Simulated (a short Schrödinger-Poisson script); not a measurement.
System: gated Al0.4Ga0.6N/GaN polarisation-induced gas, at 20 K.

```csv
layer,material,thickness (nm),Na (cm⁻³)
1,Al0.4Ga0.6N,30,-
2,GaN,6000,9e14
```

Constants are typed, rounded textbook-type inputs, not results; the design itself was drawn at random and stands for no fabricated device. Al0.4Ga0.6N: permittivity 9.26, conduction-band edge (eV) 0.58, gap (eV) 4.258, electron mass (mₑ) 0.248, Nv at 300 K (cm⁻³) 4.6e19. GaN: permittivity 9.5, conduction-band edge (eV) 0, gap (eV) 3.43, Nv at 300 K (cm⁻³) 4.6e19.

Channel valleys (confinement mass, in-plane density-of-states mass, number): Γ 0.2, 0.2, 1. At the gate the conduction-band edge of layer 1 lies 1.36 eV − eVg above the Fermi level of the channel; the field vanishes at the back. Sheet of polarisation charge: +2e13 e/cm² at 30 nm from the gate. The barrier under the gate holds no holes. Gaps are held at their typed values at every temperature. Mesh 0.08 nm at interfaces.

Solved with a short Schrödinger-Poisson script written for these runs: 1D Poisson equation in equilibrium, electrons quantum, Hartree plus LDA exchange-correlation (BenDaniel-Duke, 40 states a valley, the channel's in-plane mass for all, wave functions free to enter the barrier), parabolic valleys, classical holes, full ionisation, no traps, pinning or gate leakage.

The same stack at other levels of the model or other numerical settings:

```
run                                          sheet density of all electrons at Vg = 0.5 V (cm⁻²)  sheet density of all electrons at Vg = -6.5 V (cm⁻²)  capacitance at Vg = 0.5 V (μF/cm²)  centroid of the channel electrons at Vg = 0.5 V (nm)  rough cost against the base
-------------------------------------------  ---------------------------------------------------  ----------------------------------------------------  ----------------------------------  ----------------------------------------------------  ---------------------------
base                                                                                     1.85e13                                               6.96e12                               0.267                                                  1.47                      about 1
electrons treated as classical, Boltzmann                                                1.93e13                                               7.35e12                               0.273                                                  0.11                        0.008
electrons treated as classical, Fermi-Dirac                                              1.84e13                                               6.97e12                               0.263                                                  1.40                         0.03
electrons treated as quantum, Hartree                                                    1.84e13                                               6.89e12                               0.267                                                  1.58                          0.5
mesh six times as coarse                                                                 1.85e13                                               6.96e12                               0.268                                                  1.41                          0.3
one subband a valley                                                                     1.85e13                                               6.96e12                               0.266                                                  1.20                          0.2
```

The classical rows ignore confinement, and Boltzmann statistics overrate the density once the band edge passes the Fermi level.
